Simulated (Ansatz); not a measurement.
Electron-phonon data for Al under load (space group I4/mmm)

Given:

```xyz
1
Lattice="0.0000 2.0957 1.9016 2.0957 0.0000 1.9016 2.0957 2.0957 0.0000" Properties=species:S:1:pos:R:3 pbc="T T T"
Al     0.0000     0.0000     0.0000
```

Computed with PBEsol, DFPT electron-phonon coupling, linearised Boltzmann equation (plane waves, PAW, scalar-relativistic; Ansatz, a program for electronic structure). Condition of this run: biaxial stress xx = yy = -3 GPa (compression positive) (the target of the relaxation). Geometry: relaxed with this functional, without spin-orbit coupling, then loaded as said.

```
Item                                                                                                                               Result
--------------------------------------------------------------------------------------------------  -------------------------------------
resistivity at 300 K                                                                                      2.7 (x), 2.7 (y), 2.8 (z) μΩ·cm
resistivity at 77 K                                                                                    0.29 (x), 0.29 (y), 0.28 (z) μΩ·cm
electron mean free path at 300 K (weighted by the current that each state carries)                        18.6 (x), 18.6 (y), 19.2 (z) nm
resistivity times mean free path for one path shared by all states (from the Fermi surface's area)  4.7 (x), 4.7 (y), 5.3 (z) ×10⁻¹⁶ Ω·m²
electron-phonon coupling λ                                                                                                           0.49
transport coupling λ_tr                                                                                      0.41 (x), 0.41 (y), 0.39 (z)
logarithmic mean phonon energy                                                                                                     22 meV
density of states at the Fermi level                                                                           0.21 states/(eV·spin·cell)
Drude plasma energy                                                                                       13.0 (x), 13.0 (y), 12.2 (z) eV
Tc for μ* = 0.10 (anisotropic Eliashberg)                                                                                           2.9 K
Tc for μ* = 0.13 (anisotropic Eliashberg)                                                                                          1.66 K
```

A metal at this level (no band gap). Only scattering by harmonic phonons is included (no impurities, grain boundaries, electron-electron scattering or thermal expansion). Spin-orbit coupling is left out. At a coupling this weak a few per cent in λ move Tc by tens of per cent. The squared frequency of the phonon mode least converged on the k mesh is uncertain by about 19 %. The run warned that the eigensolver left some states short of its tolerance. Halving the electron mesh (36x36x36) moves the resistivity by up to 1 % at 300 K, the mean free path by up to 1 %, the coupling by up to 1 %, Tc by up to 2 %. Smearing 0.20 eV; phonons on a 6x6x6 q mesh, which this run doesn't test and which matters most at low temperature. Tc comes from the anisotropic Migdal-Eliashberg equations with μ*, a chosen number, referred to 26 meV.
